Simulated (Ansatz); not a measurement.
## BaHfO3: band gap against strain

BaHfO3 (cubic perovskite, Pm-3m, 14.373 Å³/atom at rest) under an equal strain ε in the (001) plane with the normal axis free, as in a coherent film. PBEsol in Ansatz, a plane-wave DFT program (PAW, default set), 420 eV, 8×8×8 Γ-centred mesh, Fermi-Dirac smearing 0.05 eV; ions are relaxed within the symmetry of each cell. Gaps are the smallest over the k-mesh and a band path, without spin-orbit coupling; in all rows the valence edge lies at about 1.3 Å⁻¹ from Γ and the conduction edge at Γ.

Here s stands for strain and Eg for gap.

```
strain (%)  gap (eV)
----------  --------
0.00            3.58
0.60            3.53
1.20            3.47
1.80            3.42
3.00               ?
```

Taking a straight line for Eg over the 4 complete rows: Means: s 0.90000, Eg 3.500. About the means, the sum of products is -0.16200 and the sum of squares of s is 1.8000; the slope is their ratio. Least squares gives Eg = 3.581 - 0.0900·s. Residuals (row less fit): -0.001, 0.003, -0.003, 0.001; standard error 0.003 (degrees of freedom: 2). Over these rows the gap moves by -9.0 ± 0.2 eV per unit strain.

### Question
What does the fit predict for Eg at s = 3.00, and how far is the calculated value from it?

### Answer
Eg = 3.581 - 0.0900 × 3.0 = 3.311 eV. The calculation gives 3.32 eV, 0.009 eV above the prediction (3.5 % of the range of Eg in the table). The row lies outside the fitted rows, so this is an extrapolation. The fitted rows scatter only by rounding.

The primitive cell can neither tilt nor turn polar against its symmetry, as such crystals can under strain. Spin-orbit coupling is left out, which can shift this property for BaHfO3. Rows are the converged runs of the series near zero and its far end; series whose fitted rows scatter by over a few per cent of the range, as at a crossing or softening among them, aren't shown in this form. Most that stay on the fit to the last digits aren't either.
